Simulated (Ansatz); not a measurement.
This concerns the energy change on adding F to slab B from F2 (gas). Reaction: cell B + 1/2 F2 (gas) → cell A. A negative value means that the right-hand side lies lower.

Cell A: a slab of TiAl (P4/mmm) cut along (101), 10 atoms, rectangular cell of 2.82 × 4.96 Å (14.0 Å²), symmetry Pm, 8.2 Å thick under 16 Å of vacuum, in-plane vectors held at the crystal's; planes from bottom to top: TiAl × 4 | F2, its two faces unlike (dipole correction applied); added, foreign or displaced atoms, above the top plane: F bound to 1 Al at 1.97 Å and 2 Ti at 2.14 Å; F bound to 2 Al at 2.01 Å and 1 Ti at 2.19 Å; against B it holds F more, on a cell with two atoms a plane; spin state with PBE: run without spin, k-point mesh 16×9×1.
```
CELL_PARAMETERS angstrom
      2.82370     0.00000     0.00000
      0.00000     4.95814     0.00000
      0.00000     0.00000    23.81639
ATOMIC_POSITIONS crystal
  Ti 0.50000 0.19182 0.33687
  Al 0.00000 0.69021 0.33112
  Ti 0.50000 0.87854 0.43199
  Al 0.00000 0.37757 0.43021
  Ti 0.50000 0.55671 0.52894
  Al 0.00000 0.05573 0.52893
  Ti 0.50000 0.23843 0.62033
  Al 0.00000 0.73177 0.62472
  F  0.00000 0.42078 0.67632
  F  0.50000 0.88484 0.67545
```

Cell B: a slab of TiAl (P4/mmm) cut along (101), 9 atoms, rectangular cell of 2.82 × 4.96 Å (14.0 Å²), symmetry Pm, 8.2 Å thick under 16 Å of vacuum, in-plane vectors held at the crystal's; planes from bottom to top: TiAl × 4 | F; added, foreign or displaced atoms, above the top plane: F bound to 1 Al at 2.00 Å and 2 Ti at 2.15 Å; spin state with PBE: run without spin, k-point mesh 16×9×1.
```xyz
9
Lattice="2.8237 0.0000 0.0000 0.0000 4.9581 0.0000 0.0000 0.0000 23.8164" Properties=species:S:1:pos:R:3 pbc="T T T"
Ti     1.4119     0.9629     8.0533
Al     0.0000     3.4233     7.8956
Ti     1.4119     4.3289    10.2835
Al     0.0000     1.8581    10.2859
Ti     1.4119     2.7479    12.6261
Al     0.0000     0.2630    12.6012
Ti     1.4119     1.0861    14.8941
Al     0.0000     3.6843    14.8909
F      0.0000     2.1223    16.1383
```

Reference: an isolated F2 molecule (singlet) in a box of 11 × 11 × 13 Å.

Computed with Ansatz (plane waves, PAW), its default PAW set, cutoff 420 eV, 500 eV for r2SCAN. The structures are at rest with PBE, within the held lattices; other levels are single points on them. Neutral cells; Fermi-Dirac smearing of at most 0.10 eV in the solids, energies taken to zero width. The lattices are those relaxed with PBE, so at other levels the solids can be strained, which adds to the spread. A dispersion term (D3(BJ), or D4 for r2SCAN) was computed beside these levels and is taken off wherever the name lacks it. No zero-point or thermal terms. No structure search was made; lower ones may exist. Values are for these cell sizes. Cell A has symmetry Pm and got no random move, so less symmetric positions, which may lie lower, weren't tried. Cell B has symmetry Pm and got no random move, so less symmetric positions, which may lie lower, weren't tried.

Question: What is the computed value (PBE)?

Answer: -4.11 eV, for cell B + 1/2 F2 (gas) → cell A.

Question: What do the other levels give, and how wide is the spread?

Answer: 
```
Level   value (eV)  less PBE
------  ----------  --------
r2SCAN       -4.49     -0.38
```

The levels span 0.38 eV, from r2SCAN (-4.49) to PBE (-4.11).

Ansatz is a first-principles code.
